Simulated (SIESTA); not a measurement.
Effort and miss along a sweep of kgrid.MonkhorstPack: NbS2Br2 (P-1, 10 atoms in the cell)

Cell: a = 6.6230 Å, b = 6.6285 Å, c = 7.5577 Å, α = 89.95°, β = 67.90°, γ = 60.46°.

Method of the run: LDA PW92, numerical atomic orbitals DZP, PseudoDojo LDA standard norm-conserving potentials (rewritten from UPF to PSML) run with SIESTA.

Base settings: XC.functional = LDA; XC.authors = PW92; potentials = PseudoDojo LDA standard; PAO.BasisSize = DZP; PAO.EnergyShift = 0.01 Ry; MeshCutoff = 350 Ry; kgrid.MonkhorstPack = 5 5 4; OccupationFunction = FD; ElectronicTemperature = 10 K; MaxSCFIterations = 150.

Misses are taken against the tightest run, 16 14 12, which need not be fully converged itself. The energy is the free energy per atom.

Core times come from one kind of shared machine and are given to one figure; runs under 30 s give none.

The starting cell comes from a database of computed structures (which also holds hypothetical and non-ambient phases and stackings), without a prior relaxation at this level. Values carry the incompleteness of an atom-centred basis. In the base run, with a pressure of about -5 GPa the cell is away from its equilibrium volume at this level.

| kgrid.MonkhorstPack | energy less reference (meV/atom) | pressure less reference (GPa) | largest difference in the force on any atom (eV/Å) | core time / reference (rough) |
|---|---|---|---|---|
| 1 1 1 | 63.39 | 0.53 | 0.721 | 0.10 |
| 2 2 2 | -3.86 | -0.07 | 0.035 | 0.09 |
| 3 3 2 | 0.03 | 0.00 | 0.004 | 0.1 |
| 3 3 3 | -0.17 | 0.00 | 0.003 | 0.2 |
| 4 4 3 | 0.01 | 0.00 | 0.000 | 0.1 |
| 5 4 4 | 0.00 | 0.00 | 0.000 | 0.1 |
| 5 5 4 | 0.00 | 0.00 | 0.000 | 0.1 |
| 6 6 5 | 0.00 | 0.00 | 0.000 | 0.2 |
| 7 7 6 | 0.00 | 0.00 | 0.000 | 0.3 |
| 9 8 7 | 0.00 | 0.00 | 0.000 | 0.3 |
| 10 9 8 | 0.00 | 0.00 | 0.000 | 0.3 |
| 13 12 10 | 0.00 | 0.00 | 0.000 | 0.7 |
| 16 14 12 | 0.00 | 0.00 | 0.000 | 1 |

Coarsest setting among those run that, with all tighter ones, holds the energy within 2 meV/atom of the reference: 3 3 2, off by 0.03 meV/atom; it needs about 0.1 of the reference's time.

The step from 1 1 1 to 9 8 7: it takes the miss in the energy from 63 to 0.00 meV/atom, for roughly 3 times the time.
